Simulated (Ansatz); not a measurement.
The starting structures come from a database of crystals and need not be the phases stable at ambient conditions.

 Where the default PAW files enter, the runs use the earlier of Ansatz's two default sets.

## Evanescent states of KNbF$_{6}$ (P-4c2, not sure to be the ambient phase, 16 atoms a cell, 18.0 Å³ an atom, -5 GPa at this level) along the normal of (001)

These are r2SCAN (plane waves, PAW; Ansatz, a first-principles code) values and carry that method's errors.

The gap is the functional's own. No spin-orbit coupling. Mid-gap values are interpolated on the energy grid.

Energies count from the valence-band top; κ is the least over a 6×6 mesh across the current.

```csv
E (eV),κ (1/Å),where
0.13,0.305,Γ
0.39,0.378,Γ
0.65,0.431,Γ
0.91,0.473,Γ
1.17,0.506,Γ
1.43,___,Γ
1.69,___,Γ
1.95,___,Γ
2.21,___,Γ
2.47,___,Γ
2.73,___,Γ
2.99,___,Γ
3.25,___,Γ
3.51,___,Γ
3.77,___,Γ
4.03,___,Γ
4.29,___,Γ
4.55,0.608,Γ
4.81,0.597,Γ
5.07,0.582,Γ
5.33,0.562,Γ
5.59,0.424,Γ
```

Q: Fill in the missing entries.

A: 
- 1.43, κ (1/Å): 0.534
- 1.69, κ (1/Å): 0.556
- 1.95, κ (1/Å): 0.575
- 2.21, κ (1/Å): 0.589
- 2.47, κ (1/Å): 0.601
- 2.73, κ (1/Å): 0.610
- 2.99, κ (1/Å): 0.617
- 3.25, κ (1/Å): 0.621
- 3.51, κ (1/Å): 0.623
- 3.77, κ (1/Å): 0.623
- 4.03, κ (1/Å): 0.620
- 4.29, κ (1/Å): 0.615
